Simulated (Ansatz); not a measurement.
Where the default PAW files enter, the runs use the earlier of Ansatz's two default sets.

The decay constant κ of evanescent states in the gap governs leakage through a thin film.

Data:

```
AlN
1.0
    3.19116     0.00000     0.00000
   -1.59558     2.76363     0.00000
    0.00000     0.00000     5.11730
Al N
2 2
Direct
  0.66667   0.33333   0.49929
  0.33333   0.66667   0.99929
  0.66667   0.33333   0.88071
  0.33333   0.66667   0.38071
```

Space group of this cell: P6_3mc, wurtzite. The cell is strained (all lengths scaled by 1.02); by r2SCAN its mean pressure is -14.6 GPa.

Transport runs along the normal of the first two printed cell vectors, the (001) plane of the conventional cell.

No gap correction and no spin-orbit coupling; mid-gap is the computed energy nearest the middle.

Q: Estimate the band gap and the smallest decay constant κ at mid-gap that r2SCAN (Ansatz, an electronic-structure program) returns for this system.

A: Gap 4.15 eV on a 12×12×6 mesh; κ = 0.256 1/Å, at the zone centre.
